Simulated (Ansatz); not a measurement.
Cells marked so need not be the phases stable at ambient conditions, and some may be hypothetical.

By PBEsol, each system below comes out a metal.

G/A = (e²/h) × open channels of both spins per area, as a mean over 0.1 eV about the Fermi level, without spin-orbit coupling, for the cells as given.

A. Sc3InN (Pm-3m, anti-perovskite, not sure to be the ambient phase, 5 atoms a cell, 17.8 Å³ an atom, -4 GPa at this level), current normal to (110)
B. AlOs (Pm-3m, CsCl type, not sure to be the ambient phase, 2 atoms a cell, 13.5 Å³ an atom), current normal to (110)
C. Mo₂N (R-3m, not sure to be the ambient phase, 3 atoms a cell, 12.0 Å³ an atom, -7 GPa at this level), current normal to (100)

### Question
Rank these by ballistic conductance per area (highest first), as PBEsol (Ansatz, a first-principles code) gives it.

### Answer
B (1.4 × 10¹⁵ S/m²), C (0.81 × 10¹⁵ S/m²), A (0.36 × 10¹⁵ S/m²)
